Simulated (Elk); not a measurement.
Worked example: self-consistent single point of Fe2Si (I4/mmm, 3 atoms in the cell) in Elk.

Method: LDA (PW92), all-electron FP-LAPW, Elk's shipped species files, default APW+lo basis in Elk.

The change in words: lattice scaled by 0.98. Reference geometry:
```xyz
3
Lattice="-1.3341 1.3341 4.4085 1.3341 -1.3341 4.4085 1.3341 1.3341 -4.4085" Properties=species:S:1:pos:R:3 pbc="T T T"
Fe     0.0000     0.0000     2.9945
Fe     0.0000     0.0000     5.8225
Si     0.0000     0.0000     0.0000
```
Moments meant for the start (each program seeds them in its own way; μB, in the order of the atoms Fe Fe Si): 4.0 4.0 0.0.

Reference input (self-consistent single point, DFT, LDA (PW92), all-electron FP-LAPW, Elk's shipped species files, default APW+lo basis): xctype = 3; spinpol = true; rgkmax = 7; stype = 3; swidth = 0.00499791 Ha; ngridk = 9 9 9; reducebf = 0.7; nempty = 12 per atom; bfcmt = [[0.0, 0.0, -1.0], [0.0, 0.0, -1.0], [0.0, 0.0, 0.0]]. This run's input differs from it in these lines:

```diff
@@ -28,5 +28,5 @@
 avec
-   -1.3341450000    1.3341450000    4.4084900000
-    1.3341450000   -1.3341450000    4.4084900000
-    1.3341450000    1.3341450000   -4.4084900000
+   -1.3074620000    1.3074620000    4.3203200000
+    1.3074620000   -1.3074620000    4.3203200000
+    1.3074620000    1.3074620000   -4.3203200000
```

Output (repeated stretches shortened):

```
│ Self-consistent loop started │
│ Loop number : 1 │
 total energy                :     -2833.71844264
 total moment                :    3.348098245
│ Loop number : 2 │
 total energy                :     -2833.76067718
 total moment                :    3.343337915
RMS change in Kohn-Sham potential (target) :   0.1707196550     (  0.1000000000E-05)
Absolute change in total energy (target)   :   0.4223453296E-01 (  0.1000000000E-03)
│ Loop number : 3 │
 total energy                :     -2833.49615937
 total moment                :    3.235482574
RMS change in Kohn-Sham potential (target) :   0.1648605086     (  0.1000000000E-05)
   [... lines left out ...]
│ Loop number : 21 │
 total energy                :     -2830.24307106
 total moment                :   0.1489673406E-02
RMS change in Kohn-Sham potential (target) :   0.2132887917E-05 (  0.1000000000E-05)
Absolute change in total energy (target)   :   0.5437614768E-03 (  0.1000000000E-03)
│ Loop number : 22 │
 total energy                :     -2830.24312478
 total moment                :  -0.1488251864E-02
RMS change in Kohn-Sham potential (target) :   0.6479749477E-06 (  0.1000000000E-05)
Absolute change in total energy (target)   :   0.8221172129E-04 (  0.1000000000E-03)
Convergence targets achieved

│ Loop number : 23 │

Energies :
 Fermi                       :     0.456282386153
 xc effective B-field        :    -0.275894162645E-07
 external B-field            :      0.00000000000
 total energy                :     -2830.24318366
 (external B-field energy excluded from total)

Density of states at Fermi energy :    125.5748287
 (states/Hartree/unit cell)

Estimated indirect band gap :   0.3908349568E-03
 from k-point     20 to k-point     18
Estimated direct band gap   :   0.3785564697E-02
 at k-point     75

Charges :
 core                        :    30.00000000
 valence                     :    36.00000000
 interstitial                :    3.727080806
 muffin-tins (core leakage)
  species :    1 (Fe)
   atom    1                 :    24.94012440     (  0.2222222406E-11)
   [... lines left out ...]
 error                       :   0.3245153428E-02

Moments :
 interstitial                :   0.2843128488E-04
 muffin-tins
  species :    1 (Fe)
   atom    1                 :  -0.8241008224E-03
   atom    2                 :  -0.8241008224E-03
  species :    2 (Si)
   atom    1                 :   0.2450012461E-04
 total in muffin-tins        :  -0.1623701520E-02
 total moment                :  -0.1595270235E-02

│ Self-consistent loop stopped │
```

The run converged in 23 iterations. The count includes the last loop, which Elk runs after its targets are met. 

The starting cell comes from a database of computed structures (which also holds hypothetical and non-ambient phases and stackings), without a prior relaxation at this level. Its lattice was rescaled by a random factor within 2.5 % of one. For this run, on top of that: lattice scaled by 0.98. The starting moments vanished: the run ended non-magnetic, which need not be the lowest state. Values depend on the basis (sphere radii, cutoffs, local orbitals), which need not be converged. The log's line on a gap gives a spacing of levels on this mesh, which the program prints for metals too.

Cost on one core of a shared machine: roughly 2 min.
